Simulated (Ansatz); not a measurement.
We consider TiAl (P-6m2, No. 187, 2 atoms in the cell; start mp-1217008; a measured phase of this formula has another space group), described by LDA (Ansatz, a first-principles code, plane waves, PAW).

Settings: plane-wave cutoff 520 eV, 24×24×12 k mesh (along the axes of the cell as run), Fermi–Dirac smearing 0.05 eV, no spin polarisation, scalar-relativistic PAW data made under PBE.

Cell (relaxed at this level):

AlTi is taken in the hexagonal space group P-6m2 (No. 187), Pearson symbol hP2. Conventional cell: a = b = 2.8132 Å, c = 4.5875 Å, α = β = 90.00°, γ = 120.00°. Ti on 1a sees 6 Al at 2.811 Å and 6 Ti at 2.813 Å (anticuboctahedral). Al on 1d is surrounded by 6 Ti at 2.811 Å and 6 Al at 2.813 Å (anticuboctahedral). (Neighbours: up to the widest gap in distance over summed covalent radii, below 1.35, at either atom.)

Question: Estimate the bulk modulus that the calculation returns.

Answer: 
* **bulk modulus**: 116 GPa

Note: the run has no spin polarisation, so it can have missed a magnetic state; the bulk modulus is −V dP/dV from two relaxed cells at ±2 % in volume; the relaxation could not lower the start's symmetry, so the cell can be a saddle point above a distorted one.

Computed values are for the static lattice.

Computing time: about 60 core-seconds (a rough figure).

A start named mp-… is a Materials Project structure, which need not be a measured phase.
